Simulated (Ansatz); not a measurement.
The reference is MoSi2 (space group Fddd, No. 70; a = 4.607 Å, b = 8.057 Å, c = 8.762 Å; a hypothetical phase, not in the database extracts checked). Axes: x, y, z lie along a, b, c of the conventional cell.

(Cell as relaxed with PBE.)

Levels (all Ansatz, a quantum-chemistry and plane-wave program, PAW): PBE (420 eV, scalar-relativistic without spin-orbit coupling); PBEsol (420 eV, scalar-relativistic without spin-orbit coupling).

Each level relaxes its own structure.

| base | PBE | PBEsol |
|---|---|---|
| volume per atom | 13.55 Å³ | 13.23 Å³ |
| band gap | zero | zero |

Now apply this change: the cell is compressed by 1.12 % along z with no lateral relaxation, atoms relaxed at fixed cell.

```tsv
quantity	PBE	PBEsol
energy relative to the base (free energy F)	+1.8 meV/atom	___
pressure (mean of the normal stresses, compression positive)	2.6 GPa	___
shortest interatomic distance	2.529 Å	___
band gap	zero	___
```

Question: Predict the PBEsol column.

Answer: 
- energy relative to the base (free energy F), PBEsol: +1.9 meV/atom
- pressure (mean of the normal stresses, compression positive), PBEsol: 2.7 GPa
- shortest interatomic distance, PBEsol: 2.518 Å
- band gap, PBEsol: zero

PBE's shortest interatomic distance lies 0.011 Å above PBEsol's (0.4 %); the two agree on the band gap. Neither level is exact; PBEsol is the comparison here, not a measurement.

Without a gap, meshes like the base's 13×13×13 leave anisotropic stresses uncertain by several tenths of a GPa, and small strain energies with them. The cells carry an imposed strain or load. Stability against distortions was not tested. The final runs are not spin-polarised.
